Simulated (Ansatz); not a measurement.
OH on the 1x1 (101) surface of tetragonal HfO2 (a metastable polymorph) (cut with top plane O), one in a 1x1 cell, started at the site 'hollow Hf-Hf-O-O-O over O at depth 1.8 Å'

Host crystal: tetragonal HfO2, with a band gap (PBE, scalar-relativistic without spin-orbit coupling).

Computed with PBE (plane waves to 420 eV, PAW; Ansatz, a first-principles code).

Model: 20-atom slab, 7.6 Å thick at the start under the adsorbate (thin: gaps and levels are the slab's own), 6x3x1 mesh, Fermi-Dirac 0.01 eV, dipole correction, 8 atoms held, the rest relaxed; no symmetry held; spin-polarised, ending with about 1.0 μB a cell; orders that need a larger cell were not tried, no spin-orbit, no U, no dispersion correction. At the end it is bonded to Hf. In PBE this state lies 0.33 eV over the lowest of the starts that converged ('over O at depth 1.5 Å').

* **adsorption energy against H2O(g) − ½ H2(g)**: 1.81 eV
* **change of the step from the bottom to the top vacuum level, against the clean slab**: -0.30 eV
* **energy released by relaxation**: 2.17 eV
* **height of the binding atom over the mean of the host atoms within 0.3 Å of the top one**: 1.390 Å
* **magnetic moment of the cell**: 1.00 μB
* **nearest host atoms of the binding atom**: Hf at 2.13 Å, O at 2.28 Å, O at 2.79 Å
* **largest move of a host atom**: 0.24 Å
* **caution**: the clean host was not checked against rearrangement in a larger or rattled cell
* **note**: in the relaxation the adsorbate left its starting site by 1.9 Å
* **cost**: roughly 50 core-minutes

A negative adsorption energy means that the adsorbate is more stable on the surface than in its reference.
